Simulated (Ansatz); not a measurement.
The reference is Zr in the hcp (Mg type) structure (space group P6_3/mmc, No. 194; a = 3.144 Å, c = 5.093 Å; relaxed with 0.1 eV smearing). Axes: x lies along a and z along c of the hexagonal cell.

All numbers come from Ansatz (a first-principles code), LDA, PAW, cutoff 420 eV, spin-orbit coupling left out.

Modification: the cell is stretched by 1.00 % along x with no lateral relaxation, atoms relaxed at fixed cell.

Q: Predict the stress tensor and what it implies for the stiffness.

A: Stress of the strained cell less that of the base (GPa, compression positive):
```
   -1.3     0.0     0.0
    0.0    -0.9     0.0
    0.0     0.0    -0.8
```

Then −Δσ_ii/ε with ε = 0.0100 gives relaxed-ion elastic constants: C11 ≈ 129 GPa, C12 ≈ 86 GPa and C13 ≈ 81 GPa.

No phonon test of stability was made. The final runs are not spin-polarised.
